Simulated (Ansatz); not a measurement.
The starting structures come from a database of crystals and need not be the phases stable at ambient conditions.

 Where the default PAW files enter, the runs use the earlier of Ansatz's two default sets.

Tunnelling through a barrier is set by its complex band structure: the current falls as exp(−2κd) with the smallest κ.

Consider the following.

```
YFO
1.0
    3.83227     0.00000     0.00000
    0.00000     5.44666     0.00000
    0.00000     0.00000     3.83227
Y O F
2 2 2
Direct
  0.00000   0.28852   0.50000
  0.50000   0.71148   0.00000
  0.00000   0.50000   0.00000
  0.50000   0.50000   0.50000
  0.50000   0.00000   0.50000
  0.00000   0.00000   0.00000
```

Space group of this cell: P4/nmm. The cell is taken as given; by PBEsol its mean pressure is -2.3 GPa.

Transport runs along the normal of the first two printed cell vectors, the (100) plane of the conventional cell.

The gap is the functional's own, uncorrected, and κ follows it; spin-orbit coupling is left out. Mid-gap values are interpolated between the computed energies.

Q: State the band gap and the smallest decay constant κ at mid-gap according to PBEsol in Ansatz (a program for electronic structure).

A: Gap 4.93 eV on a 8×6×8 mesh; κ = 0.414 1/Å, at the zone centre.
